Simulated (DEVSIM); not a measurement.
Device: Schottky contact on n-type Si, at 400 K.

Layer 1 from the left is Si, thickness (μm) 1.90, Nd (cm⁻³) 2.5e17, τn (s) 0.00084, τp (s) 0.00084.

Left contact: Schottky, work function 4.9 eV, emission velocity 1.9e6 cm/s. Right contact: ohmic. Voltage is applied to the left contact. Recombination: SRH at mid-gap, Auger. Mobility is μmin + (μ − μmin)/(1 + (N/Nref)^α).

The device is made up for the run: typed textbook-type constants, with dimensions and the other settings drawn at random. Values at 300 K; Nc and Nv go as T^1.5, mobilities as T to minus their exponent, the gap by Varshni's rule with the affinity fixed.

Si: gap (eV) 1.124, affinity (eV) 4.05, permittivity 11.7, Nc (cm⁻³) 2.86e19, Nv (cm⁻³) 3.1e19, μn (cm²/Vs) 1417, μp (cm²/Vs) 470, μn,min 52, μp,min 45, Nref,n 9.7e16, Nref,p 2.2e17, αn 0.68, αp 0.72, T exponent of μn 2.3, T exponent of μp 2.2, Cn (cm⁶/s) 2.8e-31, Cp (cm⁶/s) 9.9e-32, Varshni α (eV/K) 0.000473, Varshni β (K) 636.

Task: Estimate by hand the built-in potential, the peak field at zero bias, and compare with a numerical solution.

Result: 
- Built-in potential: barrier φB = 0.850 eV; Vbi = φB − kT/q ln(N_band/N) = 0.672 V; numerical 0.672 V.
- Peak field at zero bias: depletion approximation: W = √(2εVbi/(qN)) = 0.0589 μm with N = 2.50e17 cm⁻³; field = 2Vbi/W = 228000 V/cm; numerical 221000 V/cm (estimate above by 3.3 %).

Model (solved in DEVSIM): 1D drift-diffusion, Boltzmann statistics, complete ionisation; no tunnelling, impact ionisation, image-force lowering or self-heating. Metal contacts follow the ideal Schottky-Mott rule: no Fermi-level pinning, no interface dipoles.
